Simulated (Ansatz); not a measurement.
Consider the following.

```
ZnS
1.0
    3.80945     0.00000     0.00000
   -1.90472     3.29908     0.00000
    1.90472    -1.09969     3.11040
Zn S
1 1
Cartesian
  0.00000   0.00000   0.00000
  0.00000   2.19938   0.77760
```

Space group of this cell: F-43m, zinc blende. The cell is taken as given.

Level of theory: r2SCAN (plane waves, PAW; Ansatz, an electronic-structure program).

The current runs along the normal of the first two printed vectors; no spin-orbit coupling. Scaled by the factor s: both lengths across the current (ions clamped). Meshes 10×10×10 and 12×12 across the current in all rows.

```json
[
 {"s": "0.98", "mean pressure (GPa)": "3.6", "band gap (eV)": "2.86"},
 {"s": "1.00", "mean pressure (GPa)": "0.1", "band gap (eV)": "2.71"},
 {"s": "1.02", "mean pressure (GPa)": "-2.7", "band gap (eV)": "?"}
]
```

Question: Take the slope of the band gap against ln s from the two given rows, extrapolate to s = 1.02, and say what the run there gives.

Answer: Slope = (2.86 − 2.71) / ln 0.98 = -7.42 eV. The line gives 2.71 + (-7.42) × ln 1.02 = 2.56 eV. The run gives 2.48 eV, 0.08 eV under the line, 56 % of the predicted step.
